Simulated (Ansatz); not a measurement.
The parent structure is ZnSe in the zinc blende structure (space group F-43m, No. 216).

Space group F-43m (No. 216); a = 5.7330 Å, b = 5.7330 Å, c = 5.7330 Å, α = 90.00°, β = 90.00°, γ = 90.00°

```csv
atom,site,symmetry,x,y,z
Se,4c,-43m,0.2500,0.2500,0.2500
Zn,4a,-43m,0.0000,0.0000,0.0000
```
(The calculation used a cell of 2 atoms; values per cell refer to that cell.)

Calculations: PBE, PAW, 420 eV (Ansatz, a first-principles code; no spin-orbit coupling).

Before the change:

The gap character comes out as direct at Γ.

Now apply this change: every lattice vector is stretched by 1.75 %, atoms relaxed at fixed cell.

### Question
Predict the new gap character and mean gap deformation potential ΔEg/Δln V.

### Answer
The gap character remains direct at Γ; the mean gap deformation potential ΔEg/Δln V amounts to -3.8 eV.

The cells carry an imposed strain or load. Stability against distortions was not tested.
